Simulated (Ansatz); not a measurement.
The starting structures come from a database of crystals and need not be the phases stable at ambient conditions.

Inside the gap of an insulator the Bloch states are evanescent, with a wavenumber k + iκ along the transport direction.

Given:

```xyz
8
Lattice="6.3798 -0.0285 0.0526 -1.1889 6.7363 -0.0049 1.1889 3.6692 5.6492" Properties=species:S:1:pos:R:3 pbc="T T T"
Y      0.0000     8.6754     4.7059
Y      0.0000     1.7300     0.9384
Cl     5.4424     2.5302     3.3191
Cl     0.9374     7.8468     2.3778
Cl     0.9374     4.1334     0.3635
Cl     5.4424     6.2436     5.3334
Cl     2.2731     4.3325     4.4265
Cl     4.1066     6.0445     1.2703
```

Space group of this cell: C2/m. The cell was relaxed by PBE-D3(BJ).

Transport runs along the normal of the first two printed cell vectors.

No gap correction and no spin-orbit coupling; mid-gap values are interpolated between computed energies.

**Question.** Compute, with Ansatz (a first-principles code) with r2SCAN, the band gap and the smallest decay constant κ at mid-gap.

**Answer.** Gap 5.08 eV on a 6×6×6 mesh; κ = 0.440 1/Å, at the zone centre.
